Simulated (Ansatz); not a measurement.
The starting structures come from a database of crystals and need not be the phases stable at ambient conditions.

Tunnelling through a barrier is set by its complex band structure: the current falls as exp(−2κd) with the smallest κ.

Given:

```
Sr2Si
1.0
    5.15255     0.00000     0.00000
    0.00000    12.56092     0.00000
    0.00000     5.23301     6.19250
Sr Si
8 4
Cartesian
  1.28814   6.41666   4.99970
  3.86441  11.37727   1.19280
  3.86441  12.88697   5.22436
  1.28814   4.90696   0.96813
  3.86441   3.98286   3.54898
  1.28814  13.81106   2.64351
  1.28814   8.67845   1.67352
  3.86441   9.11548   4.51897
  3.86441   2.06743   0.93587
  1.28814  15.72650   5.25662
  1.28814  10.93551   3.99794
  3.86441   6.85842   2.19456
```

Space group of this cell: Pnma. The cell is taken as given.

Transport runs along the normal of the first two printed cell vectors.

No gap correction and no spin-orbit coupling; mid-gap values are interpolated between computed energies.

Question: Give the band gap and the smallest decay constant κ at mid-gap that Ansatz (a program for electronic structure) with r2SCAN yields.

Answer: Gap 0.63 eV on a 6×6×6 mesh; κ = 0.118 1/Å, at the zone centre.
